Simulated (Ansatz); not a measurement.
CuCl (F-43m) under hydrostatic pressure: band gap by PBEsol, rigid bands (plane waves, PAW, scalar-relativistic; Ansatz, an electronic-structure program). The unloaded cell, whose axes the loads refer to:

```xyz
2
Lattice="0.0000 2.6450 2.6450 2.6450 0.0000 2.6450 2.6450 2.6450 0.0000" Properties=species:S:1:pos:R:3 pbc="T T T"
Cu     0.0000     0.0000     0.0000
Cl     1.3225     1.3225     1.3225
```

```
hydrostatic pressure (GPa)  volume per atom (Å³)  band gap (eV)
--------------------------  --------------------  -------------
-2                                         19.16              ?
0                                          18.50           0.56
5                                          17.30           0.70
15                                         15.78           0.94
```

Fit a straight line to band gap against the load over the rows given, and predict the row at -2 GPa.

The means are x̄ = 6.667 GPa and ȳ = 0.7333; Σ(x − x̄)(y − ȳ) = 2.933 and Σ(x − x̄)² = 116.7, so the slope is 25.1 meV per GPa, and the rows given lie within 8.6 meV of the line. At -2 GPa the line gives 0.52 eV; the calculation gives 0.49 eV, 5.2 % from it, so the trend bends or changes character over this range.

With all rows, what volume deformation potential dE_g/d ln V follows?

A line through E_g against ln V has the slope -2.3 eV, so the gap opens under compression.

Spin-orbit coupling is left out. Stresses and pressures are the targets of the relaxation. Gaps are resolved to about 0.01 eV. The structure type is held at every load. Geometry: cell and atoms relaxed with PBEsol.
